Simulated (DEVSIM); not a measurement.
Structure: Schottky contact on n-type GaN, at 300 K.

Layer 1 from the left is GaN, thickness (μm) 0.540, Nd (cm⁻³) 4.9e15, τn (s) 6.2e-9, τp (s) 6.2e-9.

Left contact: Schottky, work function 5.41 eV, emission velocity 3.9e6 cm/s. Right contact: ohmic. Voltage is applied to the left contact. Recombination: SRH at mid-gap. Mobility is constant in doping.

The device is made up for the run: typed textbook-type constants, with dimensions and the other settings drawn at random. Values at 300 K.

GaN: gap (eV) 3.43, affinity (eV) 4.1, permittivity 9.5, Nc (cm⁻³) 2.3e18, Nv (cm⁻³) 4.6e19, μn (cm²/Vs) 1200, μp (cm²/Vs) 100.

Model (solved in DEVSIM): 1D drift-diffusion, Boltzmann statistics, complete ionisation; no tunnelling, impact ionisation, image-force lowering or self-heating. Metal contacts follow the ideal Schottky-Mott rule: no Fermi-level pinning, no interface dipoles.

Dark forward current:

| |V| (V) | |J| (A/cm²) |
|---|---|
| 0.20 | 2.999e-13 |
| 0.25 | 2.071e-12 |
| 0.30 | 1.429e-11 |
| 0.35 | 9.863e-11 |
| 0.40 | 6.804e-10 |
| 0.45 | 4.692e-9 |
| 0.50 | 3.234e-8 |
| 0.55 | 2.229e-7 |
| 0.60 | 1.535e-6 |
| 0.65 | 1.056e-5 |
| 0.70 | 7.261e-5 |
| 0.75 | 0.0004986 |
| 0.80 | 0.003418 |
| 0.85 | 0.02337 |
| 0.90 | 0.1590 |
| 0.95 | 1.073 |
| 1.00 | 7.067 |
| 1.05 | 42.76 |
| 1.10 | 197.9 |
| 1.15 | 580.5 |
| 1.20 | 1164 |
| 1.25 | 1867 |
| 1.30 | 2637 |

Q: Work out the local ideality factor n = ΔV / (kT/q · ln(J2/J1)) between the rows 0.20 and 0.25 V, 1.25 and 1.30 V.

A: kT/q = 25.85 mV. From 0.20 to 0.25 V: ln(2.071e-12/2.999e-13) = 1.932, n = 1.00, near the 1 of diffusion or emission over a barrier. From 1.25 to 1.30 V: ln(2637/1867) = 0.345, n = 5.60; the layers' resistance at their doping, Σ W/(qμN) = 5.7e-5 Ω cm², would take 44 mV of this step of 50 mV.

Q: Estimate the current at 0.60 V for emission alone, J0 = q v N_band exp(−φB/kT), and read the barrier back from the simulated current.

A: φB = 1.310 eV, N_band = 2.30e18 cm⁻³, J0 = 1.41e-16 A/cm²; J = J0 (exp(qV/kT) − 1) = 1.69e-6 A/cm². The simulation gives 1.53e-6 A/cm²; the estimate lies 10 % above. Read backwards, the simulated current gives an apparent barrier of 1.313 eV. The estimate leaves out transport through the depletion region and minority injection.
